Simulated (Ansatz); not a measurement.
Given:

```xyz
2
Lattice="3.3840 0.0000 0.0000 0.0000 4.7857 0.0000 1.6920 2.3928 2.1153" Properties=species:S:1:pos:R:3 pbc="T T T"
Be     3.3840     3.1568     2.1153
Be     3.3840     2.8253     0.0000
```

No spin polarisation.

Level of theory: Ansatz (a program for electronic structure), PBEsol, PAW, cutoff 420 eV, spin-orbit coupling left out. Γ-centred 20×20×20 mesh, Fermi–Dirac width 0.1 eV.

What mean in-plane stress (compression positive) does the calculation give?

-15.7 GPa.

Predict the band gap.

Zero.

The cells carry an imposed strain or load. Stability against distortions was not tested. Under biaxial strain −1.84 %, plane normal [110], relaxed out of plane the cell ends below the base's energy or with stress of the wrong sign: the atoms slid into a distortion or the cell is elastically unstable, so the base is not a stable minimum at this level. The cell was made from Be in the diamond structure (space group Fd-3m, No. 227; a hypothetical phase, not in the database extracts checked) by this change: biaxial strain −1.84 %, plane normal [110], relaxed out of plane.
